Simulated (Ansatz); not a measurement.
The reference is ZnSe in the zinc blende structure (space group F-43m, No. 216; a = 5.666 Å). Axes: x, y, z lie along the cube axes.

The values are results of r2SCAN (Ansatz, an electronic-structure program), no spin-orbit coupling, not measurements.

Base values:

The band gap is 1.87 eV and the valence-band top at Γ is 0.00, 0.00, 0.00 eV.

The change: the cell is stretched by 1.50 % along z with no lateral relaxation, atoms relaxed at fixed cell.

Question: What does the calculation give for the energy relative to the base, stress, band gap and valence-band top at Γ after the change?

Answer: The energy grows by 1.4 meV/atom; the stress (xx, yy, zz, yz, xz, xy; compression positive) comes out as (-0.76, -0.76, -1.34, 0.00, 0.00, 0.00) GPa; the band gap decreases by 0.084 eV to 1.78 eV; the valence-band top at Γ (three highest levels, from the VBM) goes from 0.00, 0.00, 0.00 eV to 0.00, 0.00, -0.06 eV.

The cells carry an imposed strain or load. Whether these cells are dynamically stable was not tested.
